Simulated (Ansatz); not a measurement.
Start from TiC in the rock salt structure (space group Fm-3m, No. 225; a = 4.333 Å; relaxed with 0.1 eV smearing).

(Cell as relaxed with PBE.)

Levels (all Ansatz, a first-principles code, PAW): PBE (420 eV, no spin-orbit coupling); PBEsol (420 eV, no spin-orbit coupling).

Each level relaxes its own structure.

```json
[
 {"base": "volume per atom", "PBE": "10.17 Å³", "PBEsol": "9.89 Å³"},
 {"base": "lattice parameter a", "PBE": "4.333 Å", "PBEsol": "4.293 Å"},
 {"base": "band gap", "PBE": "zero", "PBEsol": "zero"}
]
```

Perturbation: an isotropic linear strain of +5.07 %, atoms relaxed at fixed cell.

```tsv
quantity	PBE	PBEsol
energy relative to the base (free energy F)	+158 meV/atom	…
pressure	-27.5 GPa	…
band gap	zero	…
```

Question: Predict the PBEsol column.

Answer: 
- energy relative to the base (free energy F), PBEsol: +164 meV/atom
- pressure, PBEsol: -29.4 GPa
- band gap, PBEsol: zero

PBE's energy relative to the base lies 6.2 meV/atom below PBEsol's; PBE's pressure lies 1.9 GPa above PBEsol's; the two agree on the band gap. Neither level is exact; PBEsol is the comparison here, not a measurement.

Stability against distortions was not tested. The base started in Pnma and relaxed to Fm-3m at this level. The final runs are not spin-polarised.
